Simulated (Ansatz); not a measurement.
**Gd2O3 (P-3m1, No. 164, 5 atoms in the cell; start mp-20470; a measured phase of this formula has another space group)**

All values below come from LDA (Ansatz, a program for electronic structure, PAW).

Numerical settings: plane-wave cutoff 520 eV, 12×12×6 k mesh (along the axes of the cell as run), Fermi–Dirac smearing 0.01 eV, spin-polarised start, scalar-relativistic PAW data made under PBE.

Cell (relaxed with PBEsol):

```
CELL_PARAMETERS angstrom
      3.70242     0.00000     0.00000
     -1.85121     3.20639     0.00000
      0.00000     0.00000     5.83436
ATOMIC_POSITIONS crystal
  Gd 0.66667 0.33333 0.75244
  Gd 0.33333 0.66667 0.24756
  O  0.00000 0.00000 0.00000
  O  0.66667 0.33333 0.35446
  O  0.33333 0.66667 0.64554
```

```json
{
 "band_gap": "2.85 eV"
}
```

Note: the magnetic order was assumed, not searched for or taken from measurement; the 4f shell is treated without U or exact exchange, so its levels and filling can be wrong; cell and atoms aren't relaxed at this level (pressure -4.7 GPa).

Spin–orbit coupling is not included.

Cost on a shared machine: about 2.0 core-minutes (a rough figure).

A start named mp-… is a Materials Project structure, which need not be a measured phase.
